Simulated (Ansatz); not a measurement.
For GaP (model structure, Fm-3m, No. 225, 2 atoms in the cell), PBE-D3(BJ) (PAW; Ansatz, an electronic-structure program) gives:

| Quantity | Result |
|---|---|
| equilibrium lattice constant a | 5.090 Å |
| cohesive energy | 3.46 eV/atom |

Question: What does r²SCAN+rVV10 in Ansatz (plane waves, PAW) give for the same quantities?

Answer: 
- lattice constant a: 5.103 Å (grows by 0.3 %)
- cohesive energy: 3.34 eV/atom (decreases by 0.12 eV/atom)

Changes are worked out from the printed values.

Unless a cell is named, each level is at its own relaxed cell (PBE-D3(BJ) 16.48, r²SCAN+rVV10 16.61 Å³/atom).

Ansatz's density-functional and Hartree–Fock values are scalar-relativistic unless marked +SOC, with PAW data made under PBE.

A model structure was made by putting elements into a prototype or built by hand; it is no filed structure, need not be a known phase, and can be a saddle point held by its symmetry.
